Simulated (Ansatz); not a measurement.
**Hf2N2O (C2/m, No. 12, 15 atoms in the cell; start mp-755314)**

Calculation: dielectric-dependent PBEsol hybrid (Ansatz, a quantum-chemistry and plane-wave program, plane waves, PAW).

Run with plane-wave cutoff 460 eV, 6×6×4 k mesh (along the axes of the cell as run), Fermi–Dirac smearing 0.01 eV, scalar-relativistic PAW data made under PBE.

Cell (relaxed with PBEsol):

```
CELL_PARAMETERS angstrom
      6.77567    -1.61978     0.00331
      6.77567     1.61978     0.00331
     -1.46367     0.00000     7.99267
ATOMIC_POSITIONS crystal
  Hf 0.03097 0.03097 0.80822
  Hf 0.96903 0.96903 0.19178
  Hf 0.62986 0.62986 0.47405
  Hf 0.37014 0.37014 0.52595
  Hf 0.69472 0.69472 0.13143
  Hf 0.30528 0.30528 0.86857
  N  0.53563 0.53563 0.65605
  N  0.46437 0.46437 0.34395
  N  0.17192 0.17192 0.96368
  N  0.82808 0.82808 0.03632
  N  0.12672 0.12672 0.28492
  N  0.87328 0.87328 0.71508
  O  0.21084 0.21084 0.61732
  O  0.78916 0.78916 0.38268
  O  0.50000 0.50000 0.00000
```

```json
{
 "band_gap": "2.83 eV",
 "smallest_direct_gap_on_the_k_points_sampled": "3.13 eV",
 "Γ–Γ gap": "3.24 eV"
}
```

Note: cell and atoms aren't relaxed at this level (largest force component 0.07 eV/Å, pressure -1.2 GPa).

Spin–orbit coupling is not included.

Static lattice: no zero-point or thermal effects.

Computing time: roughly 80 core-minutes.

A start named mp-… is a Materials Project structure, which need not be a measured phase.
